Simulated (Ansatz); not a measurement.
# WO₃ (P4/nmm, No. 129; high-temperature phase): band gap by level of theory

No measured value is used here.

```csv
level (code),value (eV)
dielectric-dependent PBEsol hybrid (Ansatz),1.61
HSE06 (Ansatz),1.75
PBE0 (Ansatz),(withheld)
```

Fill in the missing entries.


- PBE0 (Ansatz, a first-principles code), value (eV): 2.48

Computed values are for a static lattice. Levels without +SOC have no spin–orbit coupling; where heavier elements are present it shifts gaps, mostly down, and can invert bands.  Values are at the PBEsol cell. Ansatz's density-functional and Hartree–Fock values are scalar-relativistic unless marked +SOC, with PAW data made under PBE.
